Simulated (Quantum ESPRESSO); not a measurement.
A user runs Quantum ESPRESSO on Ta₆S (P-1, 14 atoms in the cell) and asks whether the run is sound. The aim is a self-consistent single point with DFT, LDA (PZ), plane waves, GBRV 1.5 ultrasoft (LDA) pseudopotentials.

Cell that was meant: a = 5.2430 Å, b = 7.5013 Å, c = 7.5134 Å, α = 113.82°, β = 98.41°, γ = 109.17°.

Part of the input:

```fortran
 nat = 14
 ntyp = 2
 ecutwfc = 40
 ecutrho = 80
 occupations = 'smearing'
 smearing = 'fermi-dirac'
 degauss = 0.0073499
```

Output (repeated stretches shortened):

```
     Message from routine set_cutoff:
     ecutrho < 4*ecutwfc, are you sure?
     Message from routine setup:
   [... lines left out ...]
        k(    1) = (   0.0000000   0.0000000   0.0000000), wk =   0.0555556
        k(    2) = (   0.0000000   0.0000000   0.2686350), wk =   0.1111111
        k(    3) = (   0.0000000   0.2466611   0.1362718), wk =   0.1111111
   [... 16 lines left out ...]

     Dense  grid:    19681 G-vectors     FFT dimensions: (  30,  45,  45)

     Initial potential from superposition of free atoms

     starting charge     167.9891, renormalised to     168.0000

     negative rho (up, down):  1.145E+00 0.000E+00
     Self-consistent Calculation

     iteration #  1     ecut=    40.00 Ry     beta= 0.40

---- Real-time Memory Report at c_bands before calling an iterative solver
           330 MiB given to the printing process from OS
           272 MiB allocation reported by mallinfo(arena+hblkhd)
------------------

     negative rho (up, down):  1.164E+00 0.000E+00

     total energy              =   -1750.73162536 Ry
     estimated scf accuracy    <       1.86977995 Ry

     iteration #  2     ecut=    40.00 Ry     beta= 0.40

   [... lines left out ...]
           304 MiB allocation reported by mallinfo(arena+hblkhd)
------------------

     negative rho (up, down):  1.198E+00 0.000E+00

     total energy              =   -1751.53255854 Ry
     estimated scf accuracy    <          8.1E-10 Ry

     iteration # 19     ecut=    40.00 Ry     beta= 0.40

---- Real-time Memory Report at c_bands before calling an iterative solver
           436 MiB given to the printing process from OS
           304 MiB allocation reported by mallinfo(arena+hblkhd)
------------------

     negative rho (up, down):  1.198E+00 0.000E+00
     End of self-consistent calculation

     the Fermi energy is    18.1430 ev

!    total energy              =   -1751.53255854 Ry
     estimated scf accuracy    <          8.9E-11 Ry
     smearing contrib. (-TS)   =      -0.02100502 Ry
     internal energy E=F+TS    =   -1751.51155352 Ry

     convergence has been achieved in  19 iterations

     negative rho (up, down):  1.198E+00 0.000E+00

     Forces acting on atoms (cartesian axes, Ry/au):

     atom    1 type  1   force =     0.00013697    0.00436564   -0.00493654
     atom    2 type  1   force =    -0.00013697   -0.00436564    0.00493654
     atom    3 type  2   force =    -0.00518190    0.00828566    0.01333328
     atom    4 type  2   force =     0.00518190   -0.00828566   -0.01333328
   [... lines left out ...]
     Total force =     0.031547     Total SCF correction =     0.000037
   [... lines left out ...]

     negative rho (up, down):  1.198E+00 0.000E+00
          total   stress  (Ry/bohr**3)                   (kbar)     P=      -78.14
  -0.00056343   0.00002064   0.00000133          -82.88        3.04        0.20
   0.00002064  -0.00049970   0.00002781            3.04      -73.51        4.09
   0.00000133   0.00002781  -0.00053039            0.20        4.09      -78.02

   JOB DONE.
```

Problem. Is this run sound? If not, what is wrong?

Solution. The results are close to the sound ones and would serve for rough work. The doubtful point is a density cutoff or grid that is too coarse. The charge density holds wave vectors up to twice those of the orbitals (four times the energy cutoff), and augmentation charges need more still. The run converged in 19 iterations without an error; against the sound input the free energy goes down by 4.5 meV/atom, the pressure goes from -7.98 to -7.81 GPa and the largest force hardly changes (0.426 to 0.425 eV/Å).

The sound input it was made from differs as follows (other fixes are possible):
```diff
- ecutrho = 80
+ ecutrho = 320
```

With that input, the run converged in 19 iterations: free energy E − TS -23830.7512 eV; Fermi level (on the code's own zero) 18.14 eV; pressure -7.98 GPa; largest force (vector length) 0.426 eV/Å (DFT, LDA (PZ), plane waves, GBRV 1.5 ultrasoft (LDA) pseudopotentials).

On the sound input: the starting cell comes from a database of published, mostly measured structures (it also holds non-ambient and calculated ones), without a prior relaxation at this level. Spin polarisation is off. With a pressure of about -8 GPa the cell is away from its equilibrium volume at this level.
